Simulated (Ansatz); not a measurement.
Hypothetical diamond Mg under a change: pressure 0.7 GPa

The parent structure is Mg in the diamond structure (space group Fd-3m, No. 227; a = 6.8713 Å; a hypothetical phase, not in the database extracts checked).

Now apply this change: a hydrostatic pressure of 0.7 GPa.

Method: DFT with PBE, PAW potentials and a 420 eV plane-wave cutoff in Ansatz (a first-principles code), scalar-relativistic without spin-orbit coupling. k-mesh 12×12×12 (Γ-centred); smearing 0.05 eV (Fermi–Dirac).

The volume per atom decreases by 2.317 Å³, from 40.55 Å³ to 38.24 Å³ and the density rises by 0.06 g/cm³, from 1.00 g/cm³ to 1.06 g/cm³. The lattice parameter a shrinks by 0.133 Å (6.871 Å → 6.738 Å) and the shortest interatomic distance drops by 0.0578 Å (2.975 Å → 2.918 Å). The enthalpy H = E + PV relative to the base's energy amounts to +0.17 eV/atom and the band gap stays zero.

Load acts through the strain it causes; cell and atoms are relaxed under it. Whether these cells are dynamically stable was not tested.
